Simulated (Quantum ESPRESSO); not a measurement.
**How a calculation on Tl (P6_3/mmc, 4 atoms in the cell) responds to its settings**

```xyz
4
Lattice="3.5160 0.0000 0.0000 -1.7580 3.0450 0.0000 0.0000 0.0000 11.2893" Properties=species:S:1:pos:R:3 pbc="T T T"
Tl     0.0000     0.0000     0.0000
Tl     0.0000     0.0000     5.6446
Tl     0.0000     2.0300     2.8223
Tl     1.7580     1.0150     8.4669
```

Base run A: PBE, GBRV 1.5 ultrasoft (PBE) pseudopotentials in Quantum ESPRESSO, self-consistent single point.

Its settings: ecutwfc = 40 Ry; ecutrho = 200 Ry; occupations = smearing; smearing = fd; degauss = 0.0073499 Ry; potentials = {Tl: tl_pbe_v1.2.uspp.F.UPF}; K_POINTS = automatic 9 9 3 0 0 0; conv_thr = 1e-11 Ry.

The starting cell comes from a database of computed structures (which also holds hypothetical and non-ambient phases and stackings), without a prior relaxation at this level. Its lattice was rescaled by a random factor within 2.5 % of one.

ΔF is the free energy per atom less that of run A. 

```json
[
 {"run": "A", "change": "base", "ΔF (meV/atom)": "0.00", "pressure (GPa)": "-0.48", "largest force (eV/Å)": "0.000", "k-points": "24", "valence electrons": "52"},
 {"run": "B", "change": "2 x 1 x 1 supercell, mesh divided and rounded up; K_POINTS: automatic 9 9 3 0 0 0 → automatic 5 9 3 0 0 0", "ΔF (meV/atom)": "-2.7", "pressure (GPa)": "-0.52", "largest force (eV/Å)": "0.004", "k-points": "68", "valence electrons": "104"},
 {"run": "C", "change": "1 x 2 x 1 supercell, mesh divided and rounded up; K_POINTS: automatic 9 9 3 0 0 0 → automatic 9 5 3 0 0 0", "ΔF (meV/atom)": "-2.7", "pressure (GPa)": "-0.52", "largest force (eV/Å)": "0.004", "k-points": "68", "valence electrons": "104"},
 {"run": "D", "change": "1 x 1 x 2 supercell, mesh divided and rounded up; K_POINTS: automatic 9 9 3 0 0 0 → automatic 9 9 2 0 0 0", "ΔF (meV/atom)": "4.8", "pressure (GPa)": "-0.46", "largest force (eV/Å)": "0.000", "k-points": "24", "valence electrons": "104"},
 {"run": "E", "change": "2 x 2 x 1 supercell at the zone centre alone; K_POINTS: automatic 9 9 3 0 0 0 → automatic 1 1 1 0 0 0", "ΔF (meV/atom)": "-680.8", "pressure (GPa)": "-2.37", "largest force (eV/Å)": "0.000", "k-points": "1", "valence electrons": "208"}
]
```

Run B against A: The free energy goes down by 2.7 meV/atom, the pressure hardly changes (-0.48 to -0.52 GPa) and the largest force goes from 0.000 to 0.004 eV/Å.

Run E against A: The free energy goes down by 681 meV/atom and the pressure goes from -0.48 to -2.37 GPa.

Run D against A: The free energy rises by 4.8 meV/atom and the pressure hardly changes (-0.48 to -0.46 GPa).
